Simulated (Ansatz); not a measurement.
The parent structure is an 8-atom supercell of TiC in the rock salt structure (space group Fm-3m, No. 225; a = 4.333 Å) at its relaxed geometry.

All numbers come from Ansatz (a quantum-chemistry and plane-wave program), PBE, PAW, cutoff 420 eV, no spin-orbit coupling, earlier PAW set.

Before the change:

```
Quantity    Value
--------  -------
Pressure  0.0 GPa
```

One thing is altered: one H atom is added in an open site, starting 1.69 Å from the nearest host atom, atoms relaxed at fixed cell, starting from a slightly rattled geometry.

Q: What does the calculation give for the final site of the added atom, largest displacement of a host atom from its site in the perfect cell and pressure after the change?

A: The final site of the added atom comes out as 1 C at 1.16 Å and 3 Ti at 1.83 Å; the largest displacement of a host atom from its site in the perfect cell comes out as 0.06 Å; the pressure goes from zero to 8.2 GPa.

The cell is small, so the values are those of an ordered compound at a high defect concentration; dilute-limit values will differ. All final runs are without spin polarisation. The defect cell is not spin-polarised.
